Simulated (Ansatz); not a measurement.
Start from Be in the hcp (Mg type) structure (space group P6_3/mmc, No. 194; a = 2.2571 Å, c = 3.5529 Å).

Calculations: PBEsol, PAW, 420 eV (Ansatz, an electronic-structure program; no SOC).

For the base:

The volume per atom is 7.84 Å³.

One thing is altered: Sr takes the place of Be on all its sites; the structure is relaxed again.

Question: What happens to the volume per atom?

Answer: The volume per atom increases by 44.50 Å³ (7.84 Å³ → 52.34 Å³).

Stability against distortions was not tested. This is not the structure that Sr has at room temperature and ambient pressure.
